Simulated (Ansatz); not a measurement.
System: BSi (P6₃mc, No. 186, 4 atoms in the cell; start mp-978495). Method: PBEsol in Ansatz (plane waves, PAW).

Settings: plane-wave cutoff 520 eV, 24×24×10 k mesh (along the axes of the cell as run), Fermi–Dirac smearing 0.05 eV, scalar-relativistic PAW data made under PBE.

Cell (relaxed at this level):

```
CELL_PARAMETERS angstrom
      3.13531     0.00000     0.00000
     -1.56766     2.71526     0.00000
      0.00000     0.00000     5.87790
ATOMIC_POSITIONS crystal
  Si 0.33333 0.66667 0.35548
  Si 0.66667 0.33333 0.85548
  B  0.33333 0.66667 0.01951
  B  0.66667 0.33333 0.51951
```

Problem. What does this level give for the bulk modulus B0?

Solution. 
- bulk modulus B0: 125 GPa

The run finds no gap.

Note: the bulk modulus is −V dP/dV from two relaxed cells at ±2 % in volume; the relaxation could not lower the start's symmetry, so the cell can be a saddle point above a distorted one.

Computed values are for the static lattice.

It cost about 110 core-seconds (a rough figure) of CPU time.

A start named mp-… is a Materials Project structure, which need not be a measured phase.

Ansatz is a first-principles code.
